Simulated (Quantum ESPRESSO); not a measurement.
Quantum ESPRESSO run on Zr3Ag (P4/mmm, 4 atoms in the cell): self-consistent single point.

Computed with PBEsol, GBRV 1.5 ultrasoft (PBESOL) pseudopotentials (plane waves; Quantum ESPRESSO).

```
CELL_PARAMETERS angstrom
      4.56600     0.00000     0.00000
      0.00000     4.56600     0.00000
      0.00000     0.00000     3.98600
ATOMIC_POSITIONS crystal
  Ag 0.00000 0.00000 0.00000
  Zr 0.50000 0.50000 0.00000
  Zr 0.00000 0.50000 0.50000
  Zr 0.50000 0.00000 0.50000
```

Reference input (self-consistent single point, DFT, PBEsol, plane waves, GBRV 1.5 ultrasoft (PBESOL) pseudopotentials): ecutwfc = 40 Ry; ecutrho = 320 Ry; occupations = smearing; smearing = cold; degauss = 0.0036749 Ry; potentials = {Ag: ag_pbesol_v1.4.uspp.F.UPF, Zr: zr_pbesol_v1.uspp.F.UPF}; K_POINTS = automatic 9 9 10 0 0 0; conv_thr = 1e-10 Ry. This run's input differs from it in these lines:

```diff
@@ -14,5 +14,3 @@
    ecutrho = 320,
-   occupations = 'smearing',
-   smearing = 'cold',
-   degauss = 0.0036749,
+   occupations = 'tetrahedra_opt',
 /
```

Log, with long lists cut:

```
     Self-consistent Calculation

     iteration #  1     ecut=    40.00 Ry     beta= 0.70

     negative rho (up, down):  1.794E-01 0.000E+00

     total energy              =    -590.29713992 Ry
     estimated scf accuracy    <       3.59481204 Ry

     iteration #  2     ecut=    40.00 Ry     beta= 0.70

     negative rho (up, down):  1.801E-01 0.000E+00

     total energy              =    -591.93187152 Ry
     estimated scf accuracy    <      10.92072010 Ry

     iteration #  3     ecut=    40.00 Ry     beta= 0.70

     negative rho (up, down):  1.814E-01 0.000E+00

     total energy              =    -592.91184869 Ry
     estimated scf accuracy    <       0.86177265 Ry

   [... 9 blocks of this kind left out ...]

     iteration # 13     ecut=    40.00 Ry     beta= 0.70

     negative rho (up, down):  1.819E-01 0.000E+00

     total energy              =    -592.93708149 Ry
     estimated scf accuracy    <          6.3E-10 Ry

     iteration # 14     ecut=    40.00 Ry     beta= 0.70

     negative rho (up, down):  1.819E-01 0.000E+00
     End of self-consistent calculation

     the Fermi energy is    15.2269 ev

!    total energy              =    -592.93708149 Ry
     estimated scf accuracy    <          1.7E-11 Ry

     convergence has been achieved in  14 iterations

     negative rho (up, down):  1.819E-01 0.000E+00

     Forces acting on atoms (cartesian axes, Ry/au):

     atom    1 type  1   force =     0.00000000    0.00000000    0.00000000
   [... zero for the other atoms too ...]

     Total force =     0.000000     Total SCF correction =     0.000000

     negative rho (up, down):  1.819E-01 0.000E+00
          total   stress  (Ry/bohr**3)                   (kbar)     P=      -21.02
  -0.00020650   0.00000000   0.00000000          -30.38        0.00        0.00
   0.00000000  -0.00020650   0.00000000            0.00      -30.38        0.00
   0.00000000   0.00000000  -0.00001576            0.00        0.00       -2.32

   JOB DONE.
```

The run converged in 14 iterations. Against the reference run the free energy rises by 3.0 meV/atom and the pressure moves little (-2.07 to -2.10 GPa).

The starting cell comes from a database of published, mostly measured structures (it also holds non-ambient and calculated ones), without a prior relaxation at this level.

Cost on one core of a shared machine: roughly 4 min.
